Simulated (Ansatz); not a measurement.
Consider ZnO in the wurtzite structure (space group P6_3mc, No. 186).

```cif
data_O2Zn2
_chemical_formula_sum 'Zn2 O2'
_space_group_name_H-M_alt 'P63mc'
_space_group_IT_number 186
_space_group_name_Hall 'P 6c -2c'
_cell_length_a 3.27948
_cell_length_b 3.27948
_cell_length_c 5.29371
_cell_angle_alpha 90.000
_cell_angle_beta 90.000
_cell_angle_gamma 120.000
loop_
_atom_site_label
_atom_site_type_symbol
_atom_site_symmetry_multiplicity
_atom_site_Wyckoff_symbol
_atom_site_fract_x
_atom_site_fract_y
_atom_site_fract_z
_atom_site_occupancy
Zn1 Zn 2 b 0.33333 0.66667 0.00146 1
O1 O 2 b 0.33333 0.66667 0.38054 1
```

Method: DFT with PBE, PAW potentials and a 420 eV plane-wave cutoff in Ansatz (an electronic-structure program), no SOC.

Strains are applied to the cell and any free atomic positions relax.

One change was made to it. Results:

| quantity | base | after |
|---|---|---|
| energy relative to the base (free energy F) | 0 meV/atom | +14 meV/atom |
| valence-band top at Γ (three highest levels, from the VBM) | 0.00, 0.00, -0.08 eV | 0.00, 0.00, -0.06 eV |
| mean gap deformation potential ΔEg/Δln V | – | -1.5 eV |

Question: Which change produced these results?
A) isotropic strain +1.80 %
B) isotropic strain +1.20 %
C) isotropic strain +3.00 %

Answer: A, isotropic strain +1.80 %. For comparison, the energy relative to the base in the other runs: isotropic strain +3.00 % gives +36 meV/atom; isotropic strain +1.20 % gives +6.2 meV/atom.

Stability against distortions was not tested.
